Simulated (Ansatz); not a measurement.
**Bulk modulus B0 of AlN (model structure, started from the CsCl type, Pm-3m, No. 221, 2 atoms in the cell) at several levels of theory**

No measured value is used here.

```csv
level (code),value (GPa),cell (Å³/atom)
LDA (Ansatz),217,8.49
PBEsol (Ansatz),___,8.73
r²SCAN (Ansatz),216,8.65
```

Problem. Complete the blanks.

Solution. 
- PBEsol (Ansatz, a quantum-chemistry and plane-wave program), value (GPa): 204

LDA, PBEsol, r²SCAN: the bulk modulus is −V dP/dV from two relaxed cells at ±2 % in volume. Each level is taken at its own relaxed cell. Cutoffs differ between the levels. Ansatz's density-functional and Hartree–Fock values are scalar-relativistic unless marked +SOC, with PAW data made under PBE.

A model structure was made by putting elements into a prototype or built by hand; it is no filed structure, need not be a known phase, and can be a saddle point held by its symmetry.
